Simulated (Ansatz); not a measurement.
```
CELL_PARAMETERS angstrom
     17.50000     0.00000     0.00000
      0.00000    13.50000     0.00000
      0.00000     0.00000     5.64262
ATOMIC_POSITIONS crystal
  Te 0.42562 0.50000 0.00000
  Te 0.32675 0.57601 0.34070
  Te 0.32675 0.42399 0.65930
  Te 0.67113 0.50000 0.00000
  Te 0.57465 0.57710 0.33868
  Te 0.57465 0.42290 0.66132
```

These are PBE+D3(BJ) (plane waves to 420 eV, PAW; Ansatz, a quantum-chemistry and plane-wave program) values and carry that method's errors. Mesh 1×1×52. No spin polarisation. It repeats along c; a and b span vacuum. A hypothetical model. Symmetry and one short period hold its shape; lower forms weren't sought. Values not marked SOC lack spin–orbit coupling.

Tabulate the two highest filled and two lowest empty levels along the axis, from the valence top.


| k (2π/c) | v2 (eV) | v1 (eV) | c1 (eV) | c2 (eV) |
|---|---|---|---|---|
| 0.000 | -0.80 | -0.03 | 1.60 | 1.78 |
| 0.042 | -0.75 | -0.03 | 1.59 | 1.78 |
| 0.083 | -0.67 | -0.04 | 1.58 | 1.78 |
| 0.125 | -0.58 | -0.04 | 1.55 | 1.78 |
| 0.167 | -0.51 | -0.04 | 1.51 | 1.77 |
| 0.208 | -0.46 | -0.03 | 1.47 | 1.75 |
| 0.250 | -0.42 | -0.01 | 1.41 | 1.73 |
| 0.292 | -0.38 | 0.00 | 1.34 | 1.69 |
| 0.333 | -0.32 | 0.00 | 1.27 | 1.64 |
| 0.375 | -0.24 | -0.01 | 1.20 | 1.60 |
| 0.417 | -0.17 | -0.03 | 1.13 | 1.56 |
| 0.458 | -0.11 | -0.05 | 1.08 | 1.53 |
| 0.500 | -0.10 | -0.05 | 1.06 | 1.52 |
